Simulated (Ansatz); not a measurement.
Functionals compared on the (320) surface of bcc Ta in its 1x1 cell, outermost plane spacing 0.46 Å in the ideal cut, in Ansatz (plane waves, PAW). The structure was relaxed with PBE; the other rows are single points on it, each with its references at the same level. Cutoff 420 eV (500 eV for r2SCAN).

Set-up: 23 atoms, 10.1 Å thick at the start (thin: gaps and levels are the slab's own); mesh 11x4x1; 0.1 eV smearing; dipole correction on; all atoms relaxed; start symmetry kept, larger cells not searched; no spin, no spin-orbit, no U. These notes are the PBE run's.

| functional | surface energy (J/m²) | work function of the top face (eV) | rough cost of the single point |
|---|---|---|---|
| PBE | 2.50 | 4.32 | – |
| LDA | 2.81 | 4.56 | around 4 core-minutes (rough) |
| PBEsol | 2.75 | 4.40 | roughly 4 core-minutes |
| RPBE | … | … | very roughly 4 core-minutes |
| r2SCAN | 2.70 | 4.37 | roughly 7 core-minutes |

**Question.** Fill in the missing entries.

**Answer.** 
- RPBE, surface energy (J/m²): 2.36
- RPBE, work function of the top face (eV): 4.19

Ansatz is an electronic-structure program.
